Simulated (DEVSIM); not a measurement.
System: Al/SiO2/p-Ge capacitor, at 300 K.

| layer (left to right) | material | thickness (nm) | Na (cm⁻³) |
|---|---|---|---|
| 1 | SiO2 | 1.20 | - |
| 2 | Ge | 460 | 1.7e18 |

Metal gate on the left, work function 4.1 eV. Fixed charge at the semiconductor interface 0 cm⁻² (in units of +e); no interface traps.

Constants are typed, rounded textbook-type inputs, not results; the design itself was drawn at random and stands for no fabricated device. Values at 300 K.

| parameter | SiO2 | Ge |
|---|---|---|
| gap (eV) | 9 | 0.664 |
| affinity (eV) | 0.9 | 4 |
| permittivity | 3.9 | 16 |
| Nc (cm⁻³) | - | 1.04e19 |
| Nv (cm⁻³) | - | 6e18 |

Simulated with DEVSIM: 1D Poisson equation in equilibrium, Boltzmann statistics, complete ionisation; no quantum confinement or tunnelling. Metal contacts follow the ideal Schottky-Mott rule: no Fermi-level pinning, no interface dipoles.

The substrate doping was swept, all else fixed.

```
substrate doping (cm^-3)  threshold voltage (band bending 2φF) (V)  minimum of the low-frequency capacitance (μF/cm²)  flat-band voltage (V)
------------------------  ----------------------------------------  -------------------------------------------------  ---------------------
8.5e16                                                        0.02                                              0.171                  -0.45
1.7e17                                                        0.06                                              0.224                  -0.47
3.4e17                                                        0.11                                              0.293                  -0.49
8.5e17                                                        0.19                                              0.418                  -0.51
1.7e18                                                        0.28                                              0.540                  -0.53
```

From the first row to the last the threshold voltage (band bending 2φF) goes from 0.02 to 0.28. From the first row to the last the minimum of the low-frequency capacitance goes from 0.171 to 0.540.
